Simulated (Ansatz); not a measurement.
A hypothetical phase is included: elements placed on a structure type, which no database files for this compound.

Given:

```yaml
crystal:
  lattice:
    - [4.12500, 0.00000, 0.00002]
    - [0.00000, 9.30593, 0.00000]
    - [2.06249, 0.00000, 3.57235]
  atoms:
    - { symbol: In, position: [0.50225, 0.33333, 0.00000] }
    - { symbol: In, position: [0.49775, 0.00000, 0.50225] }
    - { symbol: In, position: [0.00000, 0.66667, 0.49775] }
    - { symbol: P, position: [0.50131, 0.83333, 0.00000] }
    - { symbol: P, position: [0.49869, 0.50000, 0.50131] }
    - { symbol: P, position: [0.00000, 0.16667, 0.49869] }
```

The cell was relaxed by PBE-D3(BJ); by r2SCAN it stands under a pressure of 0.9 GPa.

Transport runs along the normal of the first two printed cell vectors, the (100) plane of the conventional cell.

The gap is the functional's own. No spin-orbit coupling. Mid-gap values are those at the computed energy nearest the middle.

### Question
Estimate the band gap and the smallest decay constant κ at mid-gap that r2SCAN in Ansatz (a first-principles code) returns for this system.

### Answer
Gap 0.48 eV on a 8×4×8 mesh; κ = 0.062 1/Å, at the zone centre.
